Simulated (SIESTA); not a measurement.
Band structure of NaCl (Fm-3m, 2 atoms in the cell).

```
NaCl
1.0
    0.00000     2.82000     2.82000
    2.82000     0.00000     2.82000
    2.82000     2.82000     0.00000
Na Cl
1 1
Direct
  0.00000   0.00000   0.00000
  0.50000   0.50000   0.50000
```

Computed with GGA PBE, numerical atomic orbitals TZP, PseudoDojo PBE standard norm-conserving potentials (rewritten from UPF to PSML) (SIESTA 5.4.2).

Settings: XC.functional = GGA; XC.authors = PBE; potentials = PseudoDojo PBE standard; PAO.BasisSize = TZP; PAO.EnergyShift = 0.005 Ry; MeshCutoff = 350 Ry; kgrid.MonkhorstPack = 10 10 10; OccupationFunction = FD; ElectronicTemperature = 232.09 K; MaxSCFIterations = 150; SCF.Mixer.Method = Pulay; SCF.Mixer.Weight = 0.25; SCF.Mixer.History = 6; SCF.DM.Tolerance = 1.0E-05.

The starting cell has typed, rounded lattice constants, without a prior relaxation at this level. Values carry the incompleteness of an atom-centred basis.

**Question.** Predict the gap along the standard path and the places of the band edges.

**Answer.** The gap along the path is 5.16 eV, direct at Γ to within 0.01 eV.

Levels in eV from the top of the valence band on the path, bands 5 to 9:
```tsv
point	5	6	7	8	9
Γ	-12.65	0.00	0.00	0.00	5.16
X	-12.24	-1.68	-0.60	-0.60	7.51
W	-12.23	-1.20	-1.20	-0.76	8.80
K	-12.24	-1.42	-1.13	-0.49	8.33
L	-12.31	-1.95	-0.25	-0.25	7.51
U	-12.24	-1.42	-1.13	-0.49	8.33
```

Higher empty bands are left out: an atom-centred basis made for the valence describes them poorly.
